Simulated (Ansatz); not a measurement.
**Point defect Ge vacancy in an ordered model of ordered Si6Ge2 alloy**

These are PBE, PAW (plane waves to 420 eV; Ansatz, a program for electronic structure) values and carry that method's errors. Cell: 64 sites, 2×2×2; final energies on a 2×2×2 shifted mesh. Site at the start: the Ge site. Charged cells carry a point-charge image correction with potential alignment at far atoms. Dielectric constants: PBE linear response of the host. Host gap at this level: 0.38 eV. These values are not converged in cell size to better than tenths of an eV. PBE underestimates the host's gap, which shifts levels and can delocalise carriers. Spin–orbit coupling is left out. Each state is the lowest found from its start.

```tsv
charge	moment (μB)	largest move off a lattice site (Å)	image correction with alignment (eV)	above the lowest spin state (eV)
+2†	not spin-polarised	0.06	-0.10	0.00
+1†	1.0	0.09	-0.15	0.00
0	0.0	0.26	0.00	0.00
0	not spin-polarised	0.26	0.00	0.00
−1†	1.0	0.38	0.35	0.00
−1†	1.0	0.38	0.35	0.00
```

† Not settled in this cell, so no level is given: charge +2: no spin-polarised start tried, level within 0.1 eV of a band edge or past it; charge +1: level within 0.1 eV of a band edge or past it; charge −1: carriers not clearly localised, level within 0.1 eV of a band edge or past it.

Starting moments that weren't kept: charge 0 began with 2 μB and ended with 0.0; charge −1 began with 3 μB and ended with 1.0.

Flagged in the runs: a host whose relaxation on this sampling wasn't shown to rest.

All states together cost roughly 2.3 core-hours.
